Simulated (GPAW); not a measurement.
A self-consistent single point of Ca3Tl (Fm-3m, 4 atoms in the cell) with GPAW.

Method of the run: LDA (Perdew-Wang 92), GPAW PAW datasets LDA (gpaw-data 1.0.1) (plane waves; GPAW).

```
Ca3Tl
1.0
    0.00000     4.02583     4.02583
    4.02583     0.00000     4.02583
    4.02583     4.02583     0.00000
Ca Tl
3 1
Direct
  0.50000   0.50000   0.50000
  0.25000   0.25000   0.25000
  0.75000   0.75000   0.75000
  0.00000   0.00000   0.00000
```

Reference input (self-consistent single point, DFT PBEsol, plane waves, GPAW PAW datasets PBEsol (made by gpaw-setup)): mode = pw; ecut = 600 eV; xc = PBEsol; kpts = 7 7 7; mesh shift (steps) = 0 0 0; occupations.name = methfessel-paxton; occupations.width = 0.136 eV; occupations.order = 0; nbands = -12; convergence.density = 1e-05 e/electron; symmetry.symmorphic = false; symmetry.tolerance = 0.0005. This run's input differs from it in these lines:

```diff
@@ -15,3 +15,3 @@
 calc = GPAW(mode=PW(600),
-            xc='PBEsol',
+            xc='LDA',
             kpts=(7, 7, 7),
```

Its files differ too (potentials: GPAW PAW datasets LDA (gpaw-data 1.0.1)).

The program printed (abridged):

```
     iter     time        total  log10-change:
                         energy   eigst   dens
iter:   1 --:--:--   -10.976112
iter:   2 --:--:--   -11.340729   -0.93  -1.42
iter:   3 --:--:--   -11.289756   -1.97  -1.45
iter:   4 --:--:--   -11.263013   -1.75  -1.53
iter:   5 --:--:--   -11.262903   -2.94  -2.16
iter:   6 --:--:--   -11.268310c  -3.54  -2.15
iter:   7 --:--:--   -11.235054   -2.23  -2.13
iter:   8 --:--:--   -11.229371   -3.82  -2.57
iter:   9 --:--:--   -11.230802c  -4.36  -2.68
iter:  10 --:--:--   -11.222669c  -3.28  -2.62
iter:  11 --:--:--   -11.222226c  -4.52  -3.05
iter:  12 --:--:--   -11.222317c  -5.02  -3.48
   [... lines left out ...]
iter:  20 --:--:--   -11.222105c  -6.58  -4.18
iter:  21 --:--:--   -11.222111c  -6.41  -4.36
iter:  22 --:--:--   -11.222111c  -7.76c -4.51
iter:  23 --:--:--   -11.222111c  -8.57c -4.53
iter:  24 --:--:--   -11.222110c  -9.24c -4.52
iter:  25 --:--:--   -11.222110c  -8.34c -4.53
iter:  26 --:--:--   -11.222106c  -7.34  -4.54
iter:  27 --:--:--   -11.222106c  -8.48c -4.67
iter:  28 --:--:--   -11.222106c  -7.98c -4.78
iter:  29 --:--:--   -11.222107c  -8.62c -4.77
iter:  30 --:--:--   -11.222107c  -9.44c -4.78
iter:  31 --:--:--   -11.222108c  -7.68c -4.79
iter:  32 --:--:--   -11.222109c  -8.11c -5.07c
Converged after 32 iterations.

Dipole moment: (-0.000000, -0.000000, -0.000000) |e|*Ang

Energy contributions relative to reference atoms: (reference = -605147.076081)

Kinetic:         -6.411858
Potential:      +15.030422
External:        +0.000000
XC:             -18.346271
Entropy (-ST):   -0.029510
Local:           -1.479647
SIC:             +0.000000
--------------------------
Free energy:    -11.236864
Extrapolated:   -11.222109

Showing only first 2 kpts
 Kpt  Band  Eigenvalues  Occupancy
  0    19      4.40498    2.00000
  0    20      4.40498    2.00000
  0    21      4.47222    2.00000
  0    22      5.28163    0.00415

  1    19      4.38421    2.00000
  1    20      4.38421    2.00000
  1    21      5.18111    0.06862
  1    22      5.39966    0.00004

Fermi level: 5.00600

No gap
No difference between direct/indirect transitions
Energy (eV): -11.222109

Forces in eV/Ang:
  0 Ca    0.00000    0.00000    0.00000
  1 Ca   -0.00000   -0.00000   -0.00000
  2 Ca   -0.00000    0.00000    0.00000
  3 Tl    0.00000    0.00000   -0.00000

Stress tensor:
     0.015152     0.000000     0.000000
     0.000000     0.015152     0.000000
     0.000000     0.000000     0.015152
Stress (GPa, Voigt): [2.4277 2.4277 2.4277 0.     0.     0.    ]
```

The run converged in 32 iterations. GPAW prints stress with tension positive. Against the reference run the pressure goes from -0.90 to -2.43 GPa.

The starting cell comes from a database of computed structures (which also holds hypothetical and non-ambient phases and stackings), without a prior relaxation at this level.

Cost on one core of a shared machine: roughly 90 s.
